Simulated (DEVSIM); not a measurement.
Device: Au/SiO2/p-Si capacitor, at 250 K.

Layer 1 from the left is SiO2, thickness (nm) 1.10. Layer 2 from the left is Si, thickness (nm) 8900, Na (cm⁻³) 4.2e15.

Metal gate on the left, work function 5.1 eV. Fixed charge at the semiconductor interface 0 cm⁻² (in units of +e); no interface traps.

The device is made up for the run: typed textbook-type constants, with dimensions and the other settings drawn at random. Values at 300 K; Nc and Nv go as T^1.5, mobilities as T to minus their exponent, the gap by Varshni's rule with the affinity fixed.

SiO2: gap (eV) 9, affinity (eV) 0.9, permittivity 3.9. Si: gap (eV) 1.124, affinity (eV) 4.05, permittivity 11.7, Nc (cm⁻³) 2.86e19, Nv (cm⁻³) 3.1e19, Varshni α (eV/K) 0.000473, Varshni β (K) 636.

Estimate by hand the flat-band voltage, the threshold voltage, and compare with a numerical solution.


- Flat-band voltage: C = 3.14 μF/cm², work-function difference 0.100 V; VFB = φms − qNf/C = 0.10 V; numerical 0.10 V.
- Threshold voltage: φF = 0.383 V, depletion charge √(4εqNφF) = 3.27e-8 C/cm²; VT = VFB + 2φF + Qd/C = 0.88 V; numerical 0.88 V.

DEVSIM, 1D Poisson equation in equilibrium, Boltzmann statistics, complete ionisation; no quantum confinement or tunnelling. Metal contacts follow the ideal Schottky-Mott rule: no Fermi-level pinning, no interface dipoles.
